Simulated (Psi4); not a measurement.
Psi4 1.11, PBE0/def2-svp: F[Si](F)(F)[Ge]([Cl])([Cl])[Cl], 8 atoms. The geometry is a generated start, not checked to be a minimum at this level.

```yaml
task: energy
method: pbe0
basis: def2-svp
memory: 3 GB
maxiter: 100
keys_of_the_molecule_block: symmetry c1
scf_type: df (default)
e_convergence: 1e-06 (default)
d_convergence: 1e-06 (default)
dft_radial_points: 75 (default)
dft_spherical_points: 302 (default)
basis_functions: 146
grid_points: 168731
```

```xyz
8

Si    -1.2381    -0.0070    -0.0621
F     -1.9334    -0.8174     1.0996
F     -1.8947     1.4273    -0.0102
F     -1.7679    -0.6542    -1.4030
Ge     1.1130     0.0098     0.0636
Cl     1.9331     1.8424    -0.6319
Cl     1.9771    -1.5404    -1.1090
Cl     1.8109    -0.2605     2.0530
```

With the defaults (diis = true, scf_initial_accelerator = adiis, damping_percentage = 0, guess = auto, which took SAD, diis_max_vecs = 10, soscf = false, soscf_start_convergence = 0.01) it converges in 8 SCF iterations. One run each on 2 threads, with these changes:
- soscf = true, soscf_start_convergence = 0.001
- guess = sadno
- damping_percentage = 60
- diis_max_vecs = 6
- soscf = true, soscf_start_convergence = 0.1
- guess = sapgau
- guess = modhuckel
- diis_max_vecs = 3
- diis = false, scf_initial_accelerator = none, damping_percentage = 60

Which of these changes keep the SCF from converging, or lead it to another solution?

No convergence: diis = false, scf_initial_accelerator = none, damping_percentage = 60 (the run ends without SCF convergence in 100 iterations). The rest reach the solution of the defaults.

```
setting                                                                SCF iterations  JK calls             end
---------------------------------------------------------------------  --------------  --------  --------------
soscf = true, soscf_start_convergence = 0.1                                         6        22   same solution
soscf = true, soscf_start_convergence = 0.001                                       7        18   same solution
the defaults                                                                        8         9   same solution
diis_max_vecs = 6                                                                   8         9   same solution
guess = modhuckel                                                                   9        33   same solution
guess = sapgau                                                                      9         9   same solution
guess = sadno                                                                       9         9   same solution
diis_max_vecs = 3                                                                  11        12   same solution
damping_percentage = 60                                                            78        79   same solution
diis = false, scf_initial_accelerator = none, damping_percentage = 60             100       101  no convergence
```

An SOSCF iteration holds several JK calls; a Hückel guess adds calls on atoms.
